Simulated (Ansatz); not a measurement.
The starting structures come from a database of crystals and need not be the phases stable at ambient conditions.

 Where the default PAW files enter, the runs use the earlier of Ansatz's two default sets.

The decay constant κ of evanescent states in the gap governs leakage through a thin film.

Input:

```
K2PtC2
1.0
    5.13834     0.00000     0.00000
   -2.56917     4.44993     0.00000
    0.00000     0.00000     5.19454
K Pt C
2 1 2
Direct
  0.33333   0.66667   0.77824
  0.66667   0.33333   0.22176
  0.00000   0.00000   0.50000
  0.00000   0.00000   0.87789
  0.00000   0.00000   0.12211
```

Space group of this cell: P-3m1. The cell is taken as given.

Transport runs along the normal of the first two printed cell vectors, the (001) plane of the conventional cell.

The gap is the functional's own, uncorrected, and κ follows it; spin-orbit coupling is left out. Mid-gap values are interpolated between the computed energies.

Task: State the band gap and the smallest decay constant κ at mid-gap according to PBEsol in Ansatz (a program for electronic structure).

Result: Gap 0.88 eV on a 12×12×6 mesh; κ = 0.079 1/Å, at (0.500, 0.000) of the in-plane reciprocal vectors. At the zone centre, at the nearest computed energy, the slowest state has κ = 0.12 1/Å.
